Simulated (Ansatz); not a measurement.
The parent structure is W in the bcc (W type) structure (space group Im-3m, No. 229; relaxed with 0.1 eV smearing).

```yaml
crystal:
  lattice:
    - [-1.57711, 1.57711, 1.57711]
    - [1.57711, -1.57711, 1.57711]
    - [1.57711, 1.57711, -1.57711]
  atoms:
    - { symbol: W, position: [0.00000, 0.00000, 0.00000] }
```

Cartesian axes are those of the cell as printed.

Calculations: PBEsol in Ansatz (plane waves to 420 eV, PAW, no spin-orbit coupling).

Strains are applied to the cell and any free atomic positions relax.

One change was made to it. Results:

The shortest interatomic distance falls by 0.023 Å, from 2.732 Å to 2.709 Å; the energy rises by 18 meV/atom.

Which of these changes matches the shifts?
A. uniaxial strain ε_zz = +0.50 %
B. uniaxial strain ε_zz = −2.50 %
C. uniaxial strain ε_zz = −0.50 %
D. uniaxial strain ε_zz = +3.00 %

B, uniaxial strain ε_zz = −2.50 %. For comparison, the energy relative to the base in the other runs: uniaxial strain ε_zz = −0.50 % gives +0.7 meV/atom; uniaxial strain ε_zz = +3.00 % gives +22 meV/atom; uniaxial strain ε_zz = +0.50 % gives +0.7 meV/atom.

No phonon test of stability was made. The final runs are not spin-polarised.

Ansatz is a quantum-chemistry and plane-wave program.
